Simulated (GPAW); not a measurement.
A self-consistent single point of FeAuO2 (R3m, 4 atoms in the cell) with GPAW.

Computed with PBEsol+U, GPAW PAW datasets PBEsol (made by gpaw-setup) (plane waves; GPAW).

```xyz
4
Lattice="1.5185 0.8767 6.1490 -1.5185 0.8767 6.1490 0.0000 -1.7535 6.1490" Properties=species:S:1:pos:R:3 pbc="T T T"
Fe     0.0000     0.0000     0.0500
Au     0.0000     0.0000     9.2236
O      0.0000     0.0000     7.1754
O      0.0000     0.0000    11.2717
```
Moments meant for the start (each program seeds them in its own way; μB, in the order of the atoms Fe Au O O): 4.0 0.0 0.0 0.0.

Reference input (self-consistent single point, DFT PBEsol+U, plane waves, GPAW PAW datasets PBEsol (made by gpaw-setup)): spinpol = true; mode = pw; ecut = 900 eV; xc = PBEsol; setups = {Fe: :d,5.3}; kpts = 4 4 4; mesh shift (steps) = 0 0 0; occupations.name = fermi-dirac; occupations.width = 0.05 eV; nbands = -6; convergence.density = 1e-05 e/electron; convergence.bands = -4. This run's input differs from it in these lines:

```diff
@@ -23,3 +23,3 @@
             nbands=-6,
-            convergence={'density': 1e-05, 'bands': -4},
+            convergence={'energy': 3e-14, 'density': 9e-09, 'eigenstates': 3e-18, 'bands': -4},
             symmetry={'symmorphic': False, 'tolerance': 0.0005},
```

Output, abridged:

```
     iter     time        total  log10-change:  magmom
                         energy   eigst   dens
iter:   1 --:--:--   -29.602964   +0.47           +4.0017
iter:   2 --:--:--   -28.499647   -0.80  -1.05    +4.1894
iter:   3 --:--:--   -26.587038   -0.97  -1.08    +4.5906
iter:   4 --:--:--   -26.227036   -1.33  -1.28    +4.8735
iter:   5 --:--:--   -26.534582   -1.61  -1.41    +4.9797
   [... 65 lines left out ...]
iter:  71 --:--:--   -26.205441  -13.90  -7.52    +4.9983
iter:  72 --:--:--   -26.205441  -13.94  -7.60    +4.9983
iter:  73 --:--:--   -26.205441  -13.40  -7.62    +4.9983
   [... lines left out ...]
iter: 100 --:--:--   -26.205441  -18.92c -10.03c   +4.9983

Did not converge!

Here are some tips:

1) Make sure the geometry and spin-state is physically sound.
2) Use less aggressive density mixing.
3) Solve the eigenvalue problem more accurately at each scf-step.
4) Use a smoother distribution function for the occupation numbers.
5) Try adding more empty states.
6) Use enough k-points.
7) Don't let your structure optimization algorithm take too large steps.
8) Solve the Poisson equation more accurately.
9) Better initial guess for the wave functions.

See details here:

    https://gpaw.readthedocs.io/documentation/convergence.html
Traceback (most recent call last):
   [... frames left out ...]
gpaw.KohnShamConvergenceError: Did not converge!  See text output for help.
```

The run ended unconverged after 100 iterations. 

The starting cell comes from a database of computed structures (which also holds hypothetical and non-ambient phases and stackings), without a prior relaxation at this level. Its lattice was rescaled by up to half a per cent. One atom was moved a little off its site on purpose.

Cost on one core of a shared machine: roughly 20 min.
